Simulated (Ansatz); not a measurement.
Start from ZnSe in the zinc blende structure (space group F-43m, No. 216; a = 5.666 Å).

Calculations: Kohn–Sham DFT with the r2SCAN functional, run in Ansatz (a quantum-chemistry and plane-wave program) with PAW and 500 eV plane waves, no SOC.

One change was made to it. Results:

The volume per atom decreases by 0.677 Å³, from 22.73 Å³ to 22.06 Å³; the width of the top valence band goes up by 0.15 eV, from 2.71 eV to 2.86 eV; the valley order (the lowest conduction-band minima on the path, energy above the VBM, named in the base's zone) goes from Γ 1.87 eV; L along ⟨111⟩ 3.05 eV; X along ⟨100⟩ 3.34 eV to Γ 2.00 eV; L along ⟨111⟩ 3.11 eV; X along ⟨100⟩ 3.27 eV.

Problem. Name the change that was made.
(A) pressure 2.1 GPa
(B) pressure 0.9 GPa
(C) pressure 4.5 GPa
(D) pressure −1 GPa

Solution. A, pressure 2.1 GPa. For comparison, the valley order in the other runs: pressure 4.5 GPa gives Γ 2.13 eV; L along ⟨111⟩ 3.17 eV; X along ⟨100⟩ 3.20 eV; pressure −1 GPa gives Γ 1.80 eV; L along ⟨111⟩ 3.02 eV; X along ⟨100⟩ 3.37 eV; pressure 0.9 GPa gives Γ 1.93 eV; L along ⟨111⟩ 3.08 eV; X along ⟨100⟩ 3.31 eV.

The levels and masses belong to the bands next to the band gap. Load acts through the strain it causes; cell and atoms are relaxed under it. Whether these cells are dynamically stable was not tested. Tetrahedral semiconductors of this kind turn to denser phases somewhere between about 1 and 50 GPa; those were not computed, so compressed cells here can lie past the real transition.
